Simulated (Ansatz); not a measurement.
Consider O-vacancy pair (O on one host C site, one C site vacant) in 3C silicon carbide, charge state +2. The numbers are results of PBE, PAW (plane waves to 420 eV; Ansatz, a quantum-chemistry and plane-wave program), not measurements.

Cell of 64 host sites held at the relaxed PBE lattice; a 2×2×2 k-point mesh shifted by half a step; Fermi-Dirac width 0.01 eV, spin-restricted; finite-size errors left in. No zero-point or tunnelling terms. The charge state is imposed; whether it is stable for some Fermi level was not computed. Forms of the defect that were not tried may lie lower. On the k-point mesh the defect's levels are only partly filled at one site or more.

Barriers: single points on a 3×3×3 k-point mesh shifted by half a step at the bands' geometries.

The step: one C atom jumps into the vacancy from a nearby C site (O-vacancy distance between ideal sites 3.10 Å throughout). Atoms about the jump, Cartesian Å from the middle of the jump, before and after:

```tsv
atom	x0	y0	z0	x1	y1	z1
C1	1.10	-1.10	0.00	-1.10	1.10	0.00
Si2	0.07	-0.08	-1.15	-0.08	0.07	-1.15
Si3	-2.22	0.50	0.54	-2.24	0.04	1.05
Si4	0.04	-2.24	1.05	0.50	-2.22	0.54
Si5	0.07	2.19	1.12	0.00	2.24	1.04
Si6	2.24	0.00	1.04	2.19	0.07	1.12
O7	-0.92	-1.27	2.31	-1.27	-0.92	2.31
C8	1.10	1.05	2.15	1.05	1.10	2.15
Si9	0.04	-0.01	3.29	-0.01	0.04	3.29
C10	-1.10	-1.07	-2.23	-1.07	-1.10	-2.23
C11	-3.23	-1.02	-0.10	-3.25	-1.10	-0.03
C12	-1.10	-3.25	-0.03	-1.02	-3.23	-0.10
C13	1.08	1.09	-2.21	1.09	1.08	-2.21
Si14	-2.19	-2.17	-1.16	-2.17	-2.19	-1.16
Si15	-2.40	2.19	-1.14	-2.20	2.20	-1.15
Si16	2.20	-2.20	-1.15	2.19	-2.40	-1.14
```

Q: Predict the transition state.

A: 
| atom | x | y | z |
|---|---|---|---|
| C1 | -0.17 | -0.11 | 0.43 |
| Si2 | 0.30 | -0.31 | -1.33 |
| Si3 | -2.11 | 0.36 | 0.59 |
| Si4 | -0.11 | -2.00 | 1.10 |
| Si5 | 0.12 | 2.13 | 1.12 |
| Si6 | 2.19 | 0.13 | 1.15 |
| O7 | -1.02 | -1.27 | 2.51 |
| C8 | 1.16 | 1.15 | 2.32 |
| Si9 | 0.06 | 0.03 | 3.37 |
| C10 | -1.07 | -1.13 | -2.33 |
| C11 | -3.23 | -1.03 | -0.11 |
| C12 | -1.08 | -3.19 | -0.04 |
| C13 | 1.14 | 1.08 | -2.29 |
| Si14 | -2.18 | -2.17 | -1.20 |
| Si15 | -2.29 | 2.18 | -1.12 |
| Si16 | 2.14 | -2.12 | -1.27 |
It lies 2.92 eV above the start and 2.92 eV above the end. The saddle point's order was not checked.
